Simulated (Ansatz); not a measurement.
## Ir: stress against strain

Ir (fcc, Fm-3m, 14.211 Å³/atom at rest) under an equal strain ε in the (001) plane with the normal axis free, as in a coherent film. r2SCAN in Ansatz, a plane-wave DFT program (PAW, default set), 500 eV, 29×29×29 Γ-centred mesh, Fermi-Dirac smearing 0.10 eV; ions are relaxed within the symmetry of each cell. Stress is positive for a compressed cell.

Here s stands for strain and y for stress xx.

```csv
strain (%),stress xx (GPa)
-1.50,11.07
-1.00,7.20
-0.50,3.51
0.00,0.00
0.50,-3.34
1.00,-6.51
1.50,-9.52
3.00,?
```

Fit y of the 7 rows that show it with a straight line. Means: s 0, y 0.344. About the means, the sum of products is -48.020 and the sum of squares of s is 7.0000; the slope is their ratio. Least squares gives y = 0.344 - 6.8600·s. Residuals (row less fit): 0.436, -0.004, -0.264, -0.344, -0.254, 0.006, 0.426; standard error 0.353 (degrees of freedom: 5). The slope gives the biaxial elastic modulus of this plane = 686 ± 13 GPa.

**Question.** Estimate the missing y (s = 3.00); what did the run itself give?

**Answer.** y = 0.344 - 6.8600 × 3.0 = -20.236 GPa. The calculation gives -17.57 GPa, 2.666 GPa above the prediction (9.3 % of the range of y in the table). The row lies outside the fitted rows, so this is an extrapolation. From the scatter of the fitted rows alone, a prediction at this place has a standard error of 0.551 GPa, so the miss is 4.8 times that.

One order more, fitted to all 13 runs of the series, follows each within 0.05, so the miss is the next term of a smooth law. In a metal these values are sensitive to mesh and smearing; energies are taken to zero smearing, stresses follow the free energy. Rows are the converged runs of the series near zero and its far end; series whose fitted rows scatter by over a few per cent of the range, as at a crossing or softening among them, aren't shown in this form. Most that stay on the fit to the last digits aren't either.
